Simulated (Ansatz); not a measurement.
# V2O3: response to strain

The parent structure is V$_{2}$O$_{3}$ in the corundum structure (space group R-3c, No. 167; a = 4.7746 Å, c = 14.2284 Å (hexagonal axes); ferromagnetic). Axes: x lies along a and z along c of the hexagonal cell.

Strains are applied to the cell and any free atomic positions relax.

Level of theory: Kohn–Sham DFT with the PBEsol functional, run in Ansatz (a program for electronic structure) with PAW and 420 eV plane waves, scalar-relativistic without spin-orbit coupling.

Notes on the quantities. energy relative to the base: free energy F.

| variant | energy relative to the base | shortest interatomic distance | space group | largest site moment |
|---|---|---|---|---|
| base | 0 meV/atom | 1.947 Å | R-3c (No. 167) | 0.80 μB |
| isotropic strain −4.42 % | +150 meV/atom | 1.854 Å | R-3c (No. 167) | 0.55 μB |
| isotropic strain −0.20 % | +0.3 meV/atom | 1.943 Å | R-3c (No. 167) | 0.79 μB |
| uniaxial strain ε_xx = +1.20 % | +1.5 meV/atom | 1.952 Å | C2/c (No. 15) | 0.81 μB |

Other magnetic orders, which the real material may have, were not ruled out. Without a gap, meshes like the base's 12×12×12 leave anisotropic stresses uncertain by several tenths of a GPa, and small strain energies with them. No phonon test of stability was made. No Hubbard U is applied, and correlation can decide whether such a compound is a metal. The base started in C2/c and relaxed to R-3c at this level.
